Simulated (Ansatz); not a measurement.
Input:

End structure of a constructed model of the (111) surface of fcc Pt, (√3x√3)R30°, one Pt adatom (bottom of the slab: a bare face, its two planes held):

```yaml
crystal:
  lattice:
    - [4.21082, 2.43112, 0.00000]
    - [-4.21082, 2.43112, 0.00000]
    - [0.00000, 0.00000, 30.00000]
  atoms:
    - { symbol: Pt, position: [0.00000, 0.66667, 0.27012] }
    - { symbol: Pt, position: [0.33333, 0.33333, 0.27012] }
    - { symbol: Pt, position: [0.66667, 0.00000, 0.27012] }
    - { symbol: Pt, position: [0.00000, 0.33333, 0.34653] }
    - { symbol: Pt, position: [0.33333, 0.00000, 0.34653] }
    - { symbol: Pt, position: [0.66667, 0.66667, 0.34653] }
    - { symbol: Pt, position: [0.00000, 0.00011, 0.42259] }
    - { symbol: Pt, position: [0.33344, 0.66667, 0.42259] }
    - { symbol: Pt, position: [0.66656, 0.33322, 0.42259] }
    - { symbol: Pt, position: [0.00000, 0.66667, 0.49919] }
    - { symbol: Pt, position: [0.33333, 0.33333, 0.49871] }
    - { symbol: Pt, position: [0.66667, 0.00000, 0.49871] }
    - { symbol: Pt, position: [0.00000, 0.33145, 0.57543] }
    - { symbol: Pt, position: [0.33521, 0.00188, 0.57543] }
    - { symbol: Pt, position: [0.66479, 0.66667, 0.57543] }
    - { symbol: Pt, position: [0.00000, 0.01628, 0.65238] }
    - { symbol: Pt, position: [0.34962, 0.66667, 0.65238] }
    - { symbol: Pt, position: [0.65038, 0.31705, 0.65238] }
    - { symbol: Pt, position: [0.00000, 0.66667, 0.71701] }
```

Model: 19-atom slab, 13.8 Å thick at the start, 9x9x1 mesh, Fermi-Dirac 0.1 eV, dipole correction, 6 atoms held, the rest relaxed; symmetry of the start imposed; no spin, no spin-orbit, no U. It is one candidate, not shown to be the stable structure of the face.

Question: Predict the work function of the top face from Ansatz (a first-principles code) with PBE.

Answer: 4.45 eV
